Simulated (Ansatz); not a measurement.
AlBiO3 (Pm-3m, No. 221, 5 atoms in the cell; start mp-23080; idealised structure) was calculated with PBE0 in Ansatz (plane waves, PAW).

Input:

Ansatz 0.2 input:
```yaml
crystal:
  lattice:
    - [3.7535139269, 0.0, 0.0]
    - [0.0, 3.7535139269, 0.0]
    - [0.0, 0.0, 3.7535139269]
  atoms:
    - { symbol: Al, position: [0.5, 0.5, 0.5] }
    - { symbol: Bi, position: [0.0, 0.0, 0.0] }
    - { symbol: O, position: [0.5, 0.0, 0.5] }
    - { symbol: O, position: [0.0, 0.5, 0.5] }
    - { symbol: O, position: [0.5, 0.5, 0.0] }
basis:
  ecutwfc: 460
  ecutrho_ratio: 4
  xc_grid: 2
kpoints:
  mp_grid: { grid: [6, 6, 6] }
hamiltonian:
  xc: pbe0
  dispersion: none
  pseudopotentials: { kind: paw }
scf:
  occupations: { method: fermi_dirac, width: 0.01 }
  convergence: { dr2_threshold: 0.0000000005 }
output:
  forces: true
  stress: true
  eigenvalues: true
```

Output (set-up and result lines):

```
WARN output.stress: scf.exx.energy_threshold = 1e-6 eV is looser than the 5e-8 eV advised for a stress under a hybrid functional (1e-8 eV for each atom of the …
Crystal: 5 atoms, lattice volume = 52.883 Å³
Basis set: ecut = 460 eV, 1213 PW (Γ), exchange–correlation on 54×54×54 points (8 copies of the dense FFT grid, shifted against one another)
Bands: 23, of which v1, the nominal top of the filled ones, is band 18 counted from 1 (17 counted from 0)
Symmetry: 48 space group operations
Space group: Pm-3m (ITA 221), of the structure as read, at distance tolerance 3.8e-5 Å
k-points: 20 of 216
Functional: x = pbe(κ = 0.804, μ = 0.2195149727645171), c = pbe(β = 0.06672455060314922), warm-up for x = 0.75 pbe(κ = 0.804, μ = 0.2195149727645171) + 0.25 exact, c = pbe(β = 0.06672455060314922)
SCF iter   1: F=—  HF=-14638.827106 eV  |F-HF|=—  |Δ(HF+E_count)|=         —  Δρ=2.89e-3  dr2=6.56e-3
SCF iter   2: F=—  HF=-14638.826337 eV  |F-HF|=—  |Δ(HF+E_count)|=   7.69e-4  Δρ=1.13e-3  dr2=8.81e-4
  ...
Crystal: 5 atoms, lattice volume = 52.883 Å³
Initial density: handed on by an earlier stage of this run
Functional: x = 0.75 pbe(κ = 0.804, μ = 0.2195149727645171) + 0.25 exact, c = pbe(β = 0.06672455060314922)
Crystal: 5 atoms, lattice volume = 52.883 Å³
SCF iter   4: F=—  HF=-14639.563924 eV  |F-HF|=—  |Δ(HF+E_count)|=   5.61e-8  Δρ=2.10e-6  dr2=1.84e-9
SCF iter   5: F=-14639.563924 eV  HF=-14639.563924 eV  |F-HF|=1.46e-11  |Δ(HF+E_count)|=  8.84e-10  Δρ=4.50e-7  dr2=7.33e-11
SCF 3 converged in 5 iterations: F = -14639.563924 eV  dr2 = 7.33e-11
Free energy (F): -14639.563924 eV
Internal energy: -14639.563924 eV  (E = F + TS)
E sigma→0 (E₀):  -14639.563924 eV
Fermi energy:    12.088839 eV
--- Stress (GPa, compression-positive) ---
       -1.322109       0.000000       0.000000
       -0.000000      -1.322109       0.000000
        0.000000       0.000000      -1.322109
  P = ⅓ Tr σ = -1.3221 GPa (-13.221 kbar)
```

The PAW data were made under PBE.

Note: cell and atoms aren't relaxed at this level (pressure -1.3 GPa).

Computing time: around 2.5 core-minutes (rough).

A start named mp-… is a Materials Project structure, which need not be a measured phase.

Ansatz is a quantum-chemistry and plane-wave program.
